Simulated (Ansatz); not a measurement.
# Ti (model structure, started from the diamond type, Fd-3m, No. 227, 2 atoms in the cell)

The numbers are results of r²SCAN (PAW; Ansatz, a first-principles code), not measurements.

Settings: plane-wave cutoff 560 eV, 16×16×16 k mesh, Fermi–Dirac smearing 0.05 eV, no spin polarisation, scalar-relativistic PAW data made under PBE.

Cell (relaxed at this level):

```xyz
2
Lattice="0.0000 2.7754 2.7754 2.7754 0.0000 2.7754 2.7754 2.7754 0.0000" Properties=species:S:1:pos:R:3 pbc="T T T"
Ti     1.3877     1.3877     1.3877
Ti     0.0000     0.0000     0.0000
```

```
Item               Result
---------------  --------
bulk modulus B0  33.0 GPa
```

Note: the run has no spin polarisation, so it can have missed a magnetic state; the bulk modulus is −V dP/dV from two relaxed cells at ±2 % in volume; the relaxation could raise the start's symmetry but not lower it, so the cell can be a saddle point.

The computed numbers hold no vibrational or temperature effects.

Cost on a shared machine: very roughly 60 core-seconds.

A model structure was made by putting elements into a prototype or built by hand; it is no filed structure, need not be a known phase, and can be a saddle point held by its symmetry.
